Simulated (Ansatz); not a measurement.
(Au,Pd) alloys, face-centred cubic start, 16-atom cells

Cells and atoms relaxed. Order is of the mixed sites (0 random, negative unlike neighbours favoured); cells of high symmetry are ordered arrangements. Sheared cells and those that changed their type are left out. Enthalpies are against end members in the face-centred cubic type.

All values below come from PBE (plane waves to 420 eV, PAW; Ansatz, a quantum-chemistry and plane-wave program). Scalar-relativistic, without spin–orbit coupling.

```json
[
 {"site fractions": "Au 0.125, Pd 0.875", "space group": "Fmmm", "order in the first shell": "-0.05", "volume (Å³/atom)": "15.65", "mixing enthalpy (meV a site of the first mixed sublattice)": "-17"},
 {"site fractions": "Au 0.250, Pd 0.750", "space group": "P1", "order in the first shell": "-0.06", "volume (Å³/atom)": "15.98", "mixing enthalpy (meV a site of the first mixed sublattice)": "-35"},
 {"site fractions": "Au 0.500, Pd 0.500", "space group": "P1", "order in the first shell": "-0.08", "volume (Å³/atom)": "16.60", "mixing enthalpy (meV a site of the first mixed sublattice)": "-74"},
 {"site fractions": "Au 0.750, Pd 0.250", "space group": "Fmm2", "order in the first shell": "-0.06", "volume (Å³/atom)": "17.24", "mixing enthalpy (meV a site of the first mixed sublattice)": "-66"},
 {"site fractions": "Au 0.875, Pd 0.125", "space group": "Fmmm", "order in the first shell": "-0.05", "volume (Å³/atom)": "17.60", "mixing enthalpy (meV a site of the first mixed sublattice)": "-41"}
]
```
